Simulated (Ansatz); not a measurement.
**ZrSe2: response to strain**

Consider ZrSe2 in the CdI2 type structure (space group P-3m1, No. 164; a = 3.660 Å, c = 5.841 Å; layered, stacked along the Cartesian z axis; relaxed with 0.1 eV smearing). Axes: x lies along a and z along c of the hexagonal cell.

Strains are applied to the cell and any free atomic positions relax; under biaxial strain the out-of-plane vector relaxes too.

All numbers come from PBEsol-D3(BJ) (Ansatz, an electronic-structure program; PAW; 420 eV plane waves; scalar-relativistic without spin-orbit coupling).

Notes on the quantities. energy relative to the base: free energy F; pressure: mean of the normal stresses, compression positive.

| change | energy relative to the base | space group | volume per atom | pressure |
|---|---|---|---|---|
| base | 0 meV/atom | P-3m1 (No. 164) | 22.59 Å³ | 0.0 GPa |
| biaxial strain +2.49 %, plane normal [001], relaxed out of plane | – | P-3m1 (No. 164) | 23.48 Å³ | -2.1 GPa |
| isotropic strain −2.11 % | +15 meV/atom | P-3m1 (No. 164) | 21.19 Å³ | 3.6 GPa |
| isotropic strain −1.31 % | +5.4 meV/atom | P-3m1 (No. 164) | 21.71 Å³ | 2.1 GPa |
| isotropic strain +1.47 % | +6.1 meV/atom | P-3m1 (No. 164) | 23.60 Å³ | -1.8 GPa |
| isotropic strain +4.22 % | +45 meV/atom | P-3m1 (No. 164) | 25.57 Å³ | -4.3 GPa |
| uniaxial strain ε_xx = −0.77 % | +0.5 meV/atom | C2/m (No. 12) | 22.41 Å³ | 0.4 GPa |
| uniaxial strain ε_xx = +3.50 % | +9.5 meV/atom | C2/m (No. 12) | 23.38 Å³ | -1.7 GPa |
| uniaxial strain ε_yy = −4.71 % | … | C2/m (No. 12) | 21.52 Å³ | … |

**Question.** Some entries are withheld; estimate them.

**Answer.** 
- uniaxial strain ε_yy = −4.71 %, energy relative to the base: +19 meV/atom
- uniaxial strain ε_yy = −4.71 %, pressure: 2.7 GPa

Stability against distortions was not tested. All final runs are without spin polarisation.
